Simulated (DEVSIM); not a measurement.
Device: InP/In0.53Ga0.47As p-n heterojunction, at 400 K.

```
layer (left to right)        material  thickness (μm)  Nd (cm⁻³)  Na (cm⁻³)   τn (s)   τp (s)
---------------------  --------------  --------------  ---------  ---------  -------  -------
1                                 InP            1.90          -       4e16  3.6e-10  3.6e-10
2                      In0.53Ga0.47As           0.120     5.6e15          -  3.6e-10  3.6e-10
```

Left contact: ohmic. Right contact: ohmic. Voltage is applied to the left contact. Recombination: SRH at mid-gap, Auger. Mobility is μmin + (μ − μmin)/(1 + (N/Nref)^α).

Constants are typed, rounded textbook-type inputs, not results; the design itself was drawn at random and stands for no fabricated device. Values at 300 K; Nc and Nv go as T^1.5, mobilities as T to minus their exponent, the gap by Varshni's rule with the affinity fixed.

| parameter | InP | In0.53Ga0.47As |
|---|---|---|
| gap (eV) | 1.344 | 0.74 |
| affinity (eV) | 4.38 | 4.51 |
| permittivity | 12.5 | 13.9 |
| Nc (cm⁻³) | 5.7e17 | 2.1e17 |
| Nv (cm⁻³) | 1.1e19 | 7.7e18 |
| μn (cm²/Vs) | 5200 | 12000 |
| μp (cm²/Vs) | 170 | 300 |
| μn,min | 400 | 300 |
| μp,min | 10 | 10 |
| Nref,n | 3e17 | 1.3e17 |
| Nref,p | 4.9e17 | 4.9e17 |
| αn | 0.47 | 0.48 |
| αp | 0.62 | 0.4 |
| T exponent of μn | 2 | 1.6 |
| T exponent of μp | 2 | 1.6 |
| Cn (cm⁶/s) | 9e-31 | 5e-29 |
| Cp (cm⁶/s) | 9e-31 | 5e-29 |
| Varshni α (eV/K) | 0.000363 | 0.00035 |
| Varshni β (K) | 162 | 190 |

Simulated with DEVSIM: 1D drift-diffusion, Boltzmann statistics, complete ionisation; no tunnelling, impact ionisation, image-force lowering or self-heating. Band offsets follow the typed affinities; no thermionic-emission limit at abrupt steps, no polarisation charge.

Task: Tabulate band edges, carrier densities and field at 0.7 V on the left contact.

Result: Energies count from the Fermi level of the right contact; mesh points crowd at the junctions.

| x (μm) | Ec (eV) | Ev (eV) | n (cm⁻³) | p (cm⁻³) | field (V/cm) |
|---|---|---|---|---|---|
| 0.000 | 0.403 | -0.908 | 11000 | 4.0e16 | 680 |
| 0.004799 | 0.403 | -0.908 | 1.6e9 | 4.0e16 | 680 |
| 0.01517 | 0.404 | -0.907 | 4.9e9 | 4.0e16 | 680 |
| 0.03505 | 0.405 | -0.906 | 1.1e10 | 4.0e16 | 680 |
| 0.09664 | 0.409 | -0.902 | 2.9e10 | 4.0e16 | 680 |
| 0.1976 | 0.416 | -0.895 | 5.4e10 | 4.0e16 | 680 |
| 0.4155 | 0.431 | -0.880 | 9.4e10 | 4.0e16 | 680 |
| 1.024 | 0.473 | -0.839 | 1.5e11 | 4.0e16 | 680 |
| 1.463 | 0.503 | -0.809 | 1.8e11 | 4.0e16 | 680 |
| 1.683 | 0.518 | -0.794 | 1.9e11 | 4.0e16 | 670 |
| 1.798 | 0.522 | -0.789 | 2.1e11 | 3.6e16 | -690 |
| 1.863 | 0.488 | -0.823 | 6.1e11 | 1.1e16 | -14000 |
| 1.884 | 0.449 | -0.862 | 1.9e12 | 2.6e15 | -24000 |
| 1.894 | 0.421 | -0.890 | 4.3e12 | 5.8e14 | -30000 |
| 1.901 | 0.272 | -0.438 | 1.2e14 | 7.9e16 | -29000 |
| 1.906 | 0.257 | -0.453 | 1.9e14 | 5.1e16 | -24000 |
| 1.917 | 0.235 | -0.474 | 3.5e14 | 2.7e16 | -18000 |
| 1.936 | 0.206 | -0.503 | 8.2e14 | 1.1e16 | -13000 |
| 1.980 | 0.165 | -0.545 | 2.7e15 | 2.3e15 | -7100 |
| 2.002 | 0.150 | -0.559 | 4.1e15 | 7.9e14 | -6100 |
| 2.013 | 0.144 | -0.566 | 5.0e15 | 2.8e14 | -5800 |
| 2.020 | 0.140 | -0.570 | 5.6e15 | 7.9e11 | -5800 |
